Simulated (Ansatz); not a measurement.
Take BeSe in the zinc blende structure (space group F-43m, No. 216) as the base.

```xyz
2
Lattice="0.0000 2.5645 2.5645 2.5645 0.0000 2.5645 2.5645 2.5645 0.0000" Properties=species:S:1:pos:R:3 pbc="T T T"
Be     0.0000     0.0000     0.0000
Se     1.2822     1.2822     1.2822
```

Cartesian axes are those of the cell as printed.

All numbers come from PBEsol (Ansatz, a program for electronic structure, PAW, no spin-orbit coupling).

Perturbation: an isotropic linear strain of −2.00 %; the atoms relax in the strained cell.

Problem. Predict the stress tensor and what it implies for the stiffness.

Solution. Stress of the strained cell less that of the base (GPa, compression positive):
```
   5.42    0.00    0.00
   0.00    5.42    0.00
   0.00    0.00    5.42
```

Then B = −ΔP/(ΔV/V₀) with ΔV/V₀ = -0.0588 gives secant stiffness values (nonlinear terms included at this strain): B ≈ 92 GPa.

As a check, the harmonic strain energy −½ V₀ Δσ:ε is 17 meV/atom; the computed energy rise is 16 meV/atom.

Whether these cells are dynamically stable was not tested.
